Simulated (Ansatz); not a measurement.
**What Nb → Ta does to NbN**

Base system: NbN in the rock salt structure (space group Fm-3m, No. 225; a = 4.3800 Å).

One thing is altered: full substitution Nb → Ta, then cell and atoms are relaxed.

Calculations: Ansatz (a first-principles code), PBEsol, PAW, cutoff 420 eV, no spin-orbit coupling, earlier PAW set. Settings: 18×18×18 k-points, 0.05 eV Fermi–Dirac smearing.

| quantity | base | changed | shift |
|---|---|---|---|
| volume per atom | 10.50 Å³ | 10.46 Å³ | -0.04 Å³ |
| density | 8.45 g/cm³ | 15.47 g/cm³ | +7.02 g/cm³ |
| lattice parameter a | 438.0 pm | 437.5 pm | -0.5 pm |
| space group | Fm-3m (No. 225) | Fm-3m (No. 225) | – |
| shortest interatomic distance | 219.0 pm | 218.7 pm | -0.3 pm |
| band gap | zero | zero | – |

Whether these cells are dynamically stable was not tested. All final runs are without spin polarisation. This is not the structure that TaN has at room temperature and ambient pressure.
